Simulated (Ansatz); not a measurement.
## Several settings converged on LuAu2 (I4mm, 3 atoms in the cell)

```
LuAu2
1.0
   -1.83158     1.83158     4.47095
    1.83158    -1.83158     4.47095
    1.83158     1.83158    -4.47095
Lu Au
1 2
Cartesian
  0.00000   0.00000   0.05000
  0.00000   0.00000   5.93688
  0.00000   0.00000   3.00501
```

Base method: LDA (PW92), default PAW files made with PBE (plane waves; Ansatz, a program for electronic structure).

Base settings: basis.ecutwfc = 420 eV; kpoints.mp_grid.grid = 9 9 9; hamiltonian.xc = lda; hamiltonian.pseudopotentials = {kind: paw} (the program's default PAW files); scf.occupations.method = gaussian; scf.occupations.width = 0.1 eV.

The count of work is k-points × plane waves × bands × iterations; it is no time. Core times come from one kind of shared machine, to one figure; runs under 30 s give none.

**The cutoff for other potential files**

Level: DFT, LDA (PW92), plane waves, harder PAW files (source: ansatz) made with PBE.

In this ladder: hamiltonian.pseudopotentials = {kind: paw, source: ansatz}.

The second cell is the first with its lattice scaled by 0.98.

The mesh stays at the base's, so the ladder's end is converged at best in this setting alone.

The first pressure column holds Ansatz's estimate of the finite-basis (Pulay) stress, which hides part of the cutoff error; the other is without it.

Only quantities that move along the ladder and can be compared are tabulated.

```csv
basis.ecutwfc,free energy less the last step's (meV/atom),energy of the compressed cell less the first (meV/atom),pressure (GPa),pressure without the Pulay estimate (GPa),largest difference of a force vector from the last step's (eV/Å),count of work / last,core time / last (rough)
305 eV,25483.73,-106.74,-31.67,-1320.24,0.256,0.11,–
375 eV,3016.48,-15.23,-7.61,-189.56,0.039,0.14,–
475 eV,127.40,-33.72,-7.90,-19.11,0.001,0.20,–
580 eV,1.87,-33.42,-7.90,-8.13,0.000,0.25,0.4
680 eV,0.62,-33.44,-7.90,-7.91,0.000,0.32,0.4
815 eV,0.41,-33.43,-7.90,-7.90,0.000,0.46,0.5
1020 eV,0.20,-33.44,-7.90,-7.91,0.000,0.66,0.7
1360 eV,0.00,-33.44,-7.90,-7.91,0.000,1.0,1
```

Coarsest basis.ecutwfc that holds the forces within 0.005 eV/Å of the last step, with all finer ones: 475 eV, at 0.20 of the last step's count of work; the step before is off by 0.039 eV/Å.

Coarsest basis.ecutwfc that holds the free energy within 5 meV/atom of the last step, with all finer ones: 580 eV, at 0.25 of the last step's count of work and about 0.4 of the last step's time; the step before is off by 130 meV/atom.

Coarsest basis.ecutwfc that holds the pressure within 1 GPa of the last step, with all finer ones: 375 eV, at 0.14 of the last step's count of work; the step before is off by 24 GPa.

The energy difference between the two cells stays within 1 meV/atom of the last step's from 475 eV on, the total only from 680 eV on: much of the error is common to both cells and cancels.

At the lowest cutoff the pressure without the Pulay estimate lies 1310 GPa under the last step's, the usual sign of Pulay stress in an incomplete plane-wave basis.

**The density cutoff**

The mesh stays at the base's, so the ladder's end is converged at best in this setting alone.

Only quantities that move along the ladder and can be compared are tabulated.

```csv
basis.ecutrho_ratio,free energy less the last step's (meV/atom)
2,-0.86
3,-0.23
4,-0.07
5,-0.03
6,-0.02
8,0.00
10,0.00
12,0.00
16,0.00
```

Coarsest basis.ecutrho_ratio that holds the free energy within 0.5 meV/atom of the last step, with all finer ones: 3; the step before is off by 0.86 meV/atom.

**The relaxed cell against the cutoff**

On LuAu2 (I4/mmm, 3 atoms in the cell): atoms on their sites.

In this ladder: relax = cell and atoms.

The mesh stays at the base's, so the ladder's end is converged at best in this setting alone.

Only quantities that move along the ladder and can be compared are tabulated.

```csv
basis.ecutwfc,relaxed volume (Å³/atom),relaxation steps,core time / last (rough)
210 eV,19.632,90,2
250 eV,19.185,33,1
295 eV,18.700,15,0.8
355 eV,18.681,8,0.7
420 eV,18.678,6,0.6
505 eV,18.678,6,0.8
630 eV,18.677,6,1
840 eV,18.677,6,1
```

Coarsest basis.ecutwfc that holds the relaxed volume within 0.037 Å³/atom of the last step, with all finer ones: 295 eV; the step before is off by 0.51 Å³/atom.

At the lowest cutoff the cell relaxes to a volume 5.1 % larger than at the highest. Ansatz relaxes on a stress corrected for the finite basis.

On the base run: the starting cell comes from a database of computed structures (which also holds hypothetical and non-ambient phases and stackings), without a prior relaxation at this level. Its lattice was rescaled by up to half a per cent. One atom was moved a little off its site on purpose.

Keys are those of Ansatz 0.2.
